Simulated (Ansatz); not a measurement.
The parent structure is BaTiO3 in the cubic perovskite structure (space group Pm-3m, No. 221).

```cif
data_BaO3Ti
_chemical_formula_sum 'Ba1 Ti1 O3'
_space_group_name_H-M_alt 'Pm-3m'
_space_group_IT_number 221
_space_group_name_Hall '-P 4 2 3'
_cell_length_a 4.01924
_cell_length_b 4.01924
_cell_length_c 4.01924
_cell_angle_alpha 90.000
_cell_angle_beta 90.000
_cell_angle_gamma 90.000
loop_
_atom_site_label
_atom_site_type_symbol
_atom_site_symmetry_multiplicity
_atom_site_Wyckoff_symbol
_atom_site_fract_x
_atom_site_fract_y
_atom_site_fract_z
_atom_site_occupancy
Ba1 Ba 1 a 0.00000 0.00000 0.00000 1
Ti1 Ti 1 b 0.50000 0.50000 0.50000 1
O1 O 3 c 0.00000 0.50000 0.50000 1
```

All numbers come from DFT with PBE, PAW potentials and a 420 eV plane-wave cutoff in Ansatz (an electronic-structure program), without spin-orbit coupling.

Before the change:

```
Item                   Result
-------------------  --------
Pressure             0.00 GPa
Band gap              1.78 eV
Smallest direct gap   1.90 eV
```

It is then changed as follows: an isotropic linear strain of +0.60 %; the atoms relax in the strained cell.

Task: Estimate the effect on the pressure.

Result: The pressure goes from zero to -2.81 GPa.

Task: Estimate the effect on the energy relative to the base.

Result: The energy goes up by 2.1 meV/atom.

Task: What does the calculation give for the band gap after the change?

Result: The band gap shrinks by 0.039 eV (1.78 eV → 1.75 eV).

Task: How does this affect the smallest direct gap?

Result: The smallest direct gap drops by 0.02 eV to 1.88 eV.

Stability against distortions was not tested. All final runs are without spin polarisation. Many cubic perovskites are stable only at high temperature; tilts and polar distortions were not tested. This is not the structure that BaTiO3 has at room temperature and ambient pressure.
